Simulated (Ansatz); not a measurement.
## Response to strain in MgSe

Base system: MgSe in the rock salt structure (space group Fm-3m, No. 225).

```xyz
2
Lattice="0.0000 2.7362 2.7362 2.7362 0.0000 2.7362 2.7362 2.7362 0.0000" Properties=species:S:1:pos:R:3 pbc="T T T"
Mg     0.0000     0.0000     0.0000
Se     2.7362     2.7362     2.7362
```

Cartesian axes are those of the cell as printed.

Strains are applied to the cell and any free atomic positions relax; under biaxial strain the out-of-plane vector relaxes too.

The values are results of Ansatz (a quantum-chemistry and plane-wave program) r2SCAN, scalar-relativistic without spin-orbit coupling, not measurements.

Notes on the quantities. energy relative to the base: free energy F.

```json
[
 {"case": "base", "smallest direct gap": "3.44 eV", "out-of-plane strain": "–", "energy relative to the base": "0 meV/atom"},
 {"case": "biaxial strain −2.50 %, plane normal [111], relaxed out of plane", "smallest direct gap": "3.53 eV", "out-of-plane strain": "+1.30 %", "energy relative to the base": "+12 meV/atom"},
 {"case": "biaxial strain −2.08 %, plane normal [111], relaxed out of plane", "smallest direct gap": "3.53 eV", "out-of-plane strain": "+1.08 %", "energy relative to the base": "+8.5 meV/atom"},
 {"case": "biaxial strain −1.67 %, plane normal [111], relaxed out of plane", "smallest direct gap": "3.51 eV", "out-of-plane strain": "+0.87 %", "energy relative to the base": "+5.4 meV/atom"},
 {"case": "biaxial strain −1.25 %, plane normal [111], relaxed out of plane", "smallest direct gap": "3.50 eV", "out-of-plane strain": "+0.64 %", "energy relative to the base": "+3.0 meV/atom"},
 {"case": "biaxial strain −0.83 %, plane normal [111], relaxed out of plane", "smallest direct gap": "3.48 eV", "out-of-plane strain": "+0.43 %", "energy relative to the base": "+1.3 meV/atom"},
 {"case": "biaxial strain −0.42 %, plane normal [111], relaxed out of plane", "smallest direct gap": "3.46 eV", "out-of-plane strain": "+0.21 %", "energy relative to the base": "+0.3 meV/atom"}
]
```

Stability against distortions was not tested.
